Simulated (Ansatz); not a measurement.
L1₂ (Cu3Au-type) Ni3Al was calculated with revPBE (Ansatz, a program for electronic structure, plane waves, PAW).

Run with plane-wave cutoff 520 eV, 16×16×16 k mesh, Fermi–Dirac smearing 0.05 eV, spin-polarised with parallel moments, scalar-relativistic PAW data made under PBE.

Energies at three volumes about the minimum:

```
V (Å³/atom)  E − E_lowest (meV/atom)
-----------  -----------------------
11.332                          2.56
11.563                          0.00
11.794                          2.39
```

### Question
Fit a parabola by hand: where is the minimum, and what is the bulk modulus?

### Answer
Slopes: (0.00 − 2.56)/(11.563 − 11.332) = -11.082 and (2.39 − 0.00)/(11.794 − 11.563) = 10.346 meV/Å³. Curvature E″ = 2 × (10.346 − (-11.082))/(11.794 − 11.332) = 92.762 meV/Å⁶. From the middle of the first interval, the slope vanishes at V0 = 11.4475 − (-11.082)/92.762 = 11.567 Å³/atom. B = V0 E″ = 11.567 × 92.762 meV/Å³ × 0.1602 GPa per meV/Å³ = 172 GPa. The full Birch–Murnaghan fit to all volumes gives V0 = 11.563 Å³/atom and B0 = 171 GPa.

Measured, for comparison: bulk modulus 174 GPa (temperature not stated, not corrected to a static lattice; as tabulated in Zarkevich et al. (2023), arXiv:2304.06869); equilibrium volume per atom 11.39 Å³/atom (temperature not stated, not corrected to a static lattice; as tabulated in Tensorial elastic properties and stability of interface states associated with …). Computed (rounded) less measured: bulk modulus -2 %, equilibrium volume per atom +1.5 %.
